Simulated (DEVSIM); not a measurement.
System: abrupt GaAs p-n junction, at 300 K.

```csv
layer (left to right),material,thickness (μm),Nd (cm⁻³),Na (cm⁻³),τn (s),τp (s)
1,GaAs,77.0,-,2.7e16,5.6e-9,5.6e-9
2,GaAs,18.0,2.8e14,-,5.6e-9,5.6e-9
```

Left contact: ohmic. Right contact: ohmic. Voltage is applied to the left contact. Recombination: SRH at mid-gap, radiative. Mobility is μmin + (μ − μmin)/(1 + (N/Nref)^α).

Constants are typed, rounded textbook-type inputs, not results; the design itself was drawn at random and stands for no fabricated device. Values at 300 K.

```csv
parameter,GaAs
gap (eV),1.424
affinity (eV),4.07
permittivity,12.9
Nc (cm⁻³),4.7e17
Nv (cm⁻³),9e18
μn (cm²/Vs),8500
μp (cm²/Vs),400
"μn,min",500
"μp,min",20
"Nref,n",6e16
"Nref,p",1.5e17
αn,0.39
αp,0.38
B (cm³/s),2e-10
```

Simulated with DEVSIM: 1D drift-diffusion, Boltzmann statistics, complete ionisation; no tunnelling, impact ionisation, image-force lowering or self-heating.

Task: Tabulate band edges, carrier densities and field at 1.05 V on the left contact.

Result: Energies count from the Fermi level of the right contact; mesh points crowd at the junctions.

```csv
x (μm),Ec (eV),Ev (eV),n (cm⁻³),p (cm⁻³),field (V/cm)
0.000,0.224,-1.200,< 1e2,2.7e16,≈ 0
0.05125,0.224,-1.200,3.7e7,2.7e16,≈ 0
0.2217,0.224,-1.200,1.6e8,2.7e16,≈ 0
0.7460,0.224,-1.200,5.3e8,2.7e16,≈ 0
3.605,0.225,-1.199,2.6e9,2.7e16,≈ 0
11.82,0.228,-1.196,1.1e10,2.7e16,≈ 0
37.10,0.237,-1.187,1.9e11,2.7e16,≈ 0
68.51,0.248,-1.176,6.2e12,2.7e16,≈ 0
74.31,0.250,-1.174,1.2e13,2.7e16,≈ 0
76.19,0.250,-1.174,1.5e13,2.7e16,≈ 0
76.76,0.250,-1.173,1.6e13,2.7e16,≈ 0
76.97,0.242,-1.182,2.2e13,2.0e16,-3000
77.01,0.218,-1.206,5.7e13,7.6e15,-7100
77.08,0.185,-1.239,2.1e14,2.1e15,-3100
77.47,0.152,-1.272,7.3e14,5.2e14,-76
78.51,0.155,-1.269,6.5e14,3.7e14,43
81.96,0.168,-1.256,4.1e14,1.3e14,33
89.71,0.185,-1.239,2.9e14,7.6e12,14
93.89,0.191,-1.233,2.8e14,8.6e11,13
94.68,0.192,-1.232,2.8e14,2.5e11,13
94.91,0.192,-1.232,2.8e14,6.7e10,13
95.00,0.192,-1.232,2.8e14,< 1e2,13
```
